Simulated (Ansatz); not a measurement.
Start from MnPd (space group P4/mmm, No. 123; a = 2.9350 Å, c = 3.3461 Å; ferromagnetic; relaxed with 0.1 eV smearing).

Method: PBEsol/PAW in Ansatz (a quantum-chemistry and plane-wave program), without spin-orbit coupling.

Base values:

Pressure: 0.0 GPa
Largest site moment: 3.84 μB
Magnetic state: ferromagnetic

Modification: the cell is scaled by 1.0161 in all directions; the atoms relax in the strained cell.

**Question.** How does this affect the pressure?

**Answer.** The pressure (mean of the normal stresses, compression positive) goes from zero to -6.6 GPa.

**Question.** Predict the new energy relative to the base.

**Answer.** The energy rises by 15 meV/atom.

**Question.** How does this affect the largest site moment?

**Answer.** The largest site moment goes up by 0.08 μB, from 3.84 μB to 3.92 μB.

**Question.** How does this affect the magnetic state?

**Answer.** The magnetic state stays ferromagnetic.

Other magnetic orders, which the real material may have, were not ruled out. No phonon test of stability was made.
